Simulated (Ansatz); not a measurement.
## PBE against r2SCAN: hypothetical rutile SnSe2

Start from SnSe2 in the rutile structure (space group P4_2/mnm, No. 136; a = 6.564 Å, c = 4.025 Å; a hypothetical phase, not in the database extracts checked).

(Cell as relaxed with PBE.)

Levels (all Ansatz, a program for electronic structure, PAW, earlier PAW set): PBE (420 eV, without spin-orbit coupling); r2SCAN (500 eV, spin-orbit coupling left out).

Each level relaxes its own structure.

```json
[
 {"quantity": "volume per atom", "PBE": "28.90 Å³", "r2SCAN": "27.82 Å³"},
 {"quantity": "lattice parameter a", "PBE": "6.564 Å", "r2SCAN": "6.483 Å"},
 {"quantity": "lattice parameter c", "PBE": "4.025 Å", "r2SCAN": "3.971 Å"},
 {"quantity": "band gap", "PBE": "zero", "r2SCAN": "zero"}
]
```

PBE's volume per atom lies 1.085 Å³ above r2SCAN's (3.9 %); PBE's lattice parameter a lies 0.081 Å above r2SCAN's (1.2 %); PBE's lattice parameter c lies 0.054 Å above r2SCAN's (1.4 %); the two agree on the band gap. Neither level is exact; r2SCAN is the comparison here, not a measurement.

Whether these cells are dynamically stable was not tested. All final runs are without spin polarisation. A zero or small gap of SnSe2 can be the functional's error rather than a property of the material.
